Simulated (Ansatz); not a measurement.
Start from Bi2Te3 in the Bi2Te3 type structure (space group R-3m, No. 166; a = 4.395 Å, c = 31.384 Å (hexagonal axes)).

Level of theory: Kohn–Sham DFT with the r2SCAN+rVV10 functional, run in Ansatz (a quantum-chemistry and plane-wave program) with PAW and 500 eV plane waves, no SOC.

Before the change:

| Item | Result |
|---|---|
| Shortest interatomic distance | 3.061 Å |
| In-plane lattice parameter a | 4.395 Å |

The change: a free-standing slab of 2 layers (10 atoms, 5 a layer) is cut normal to the stacking axis, with 15 Å of vacuum and the in-plane cell relaxed.

Task: Estimate the effect on the thickness between the outermost nuclei, excess energy per area of both faces, shortest interatomic distance and in-plane lattice parameter a.

Result: The thickness between the outermost nuclei is 18.01 Å; the excess energy per area of both faces (slab less bulk energy over the cell's area: twice a surface energy) amounts to 0.31 J/m²; the shortest interatomic distance drops by 0.007 Å, from 3.061 Å to 3.054 Å; the in-plane lattice parameter a decreases by 0.012 Å (4.395 Å → 4.383 Å).

The excess energy carries the mismatch between the slab's and the bulk's meshes. Stability against distortions was not tested.
